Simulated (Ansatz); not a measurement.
```
CELL_PARAMETERS angstrom
     15.00000     0.00000     0.00000
      0.00000    15.00000     0.00000
      0.00000     0.00000    12.06379
ATOMIC_POSITIONS crystal
  Y  0.61152 0.50000 0.00000
  Y  0.42291 0.58610 0.09092
  Y  0.48130 0.38715 0.18180
  Y  0.59337 0.56157 0.27275
  Y  0.38812 0.53207 0.36360
  Y  0.54480 0.39632 0.45458
  Y  0.54480 0.60368 0.54542
  Y  0.38812 0.46793 0.63640
  Y  0.59337 0.43843 0.72725
  Y  0.48130 0.61285 0.81820
  Y  0.42291 0.41390 0.90908
```

Calculation: PBE (plane waves to 420 eV, PAW; Ansatz, a first-principles code). Mesh 1×1×6. No spin polarisation, so a magnetic state wasn't tested. One-dimensional cell, images about 11 Å apart. A hypothetical model. Only distortions within the start's symmetry and period were free. Pairing along the axis, which can open a gap, is among the distortions not tried. Buckling under compression is shut out by symmetry and the short period.

Task: Give the properties of this body.

Result: 
* **largest distance between nuclei across the axis**: 3.39 Å
* **PBE gap**: none (under 0.01 eV)
* **work function (PBE)**: 2.89 eV
* **axial stiffness dF/dε**: 20 nN
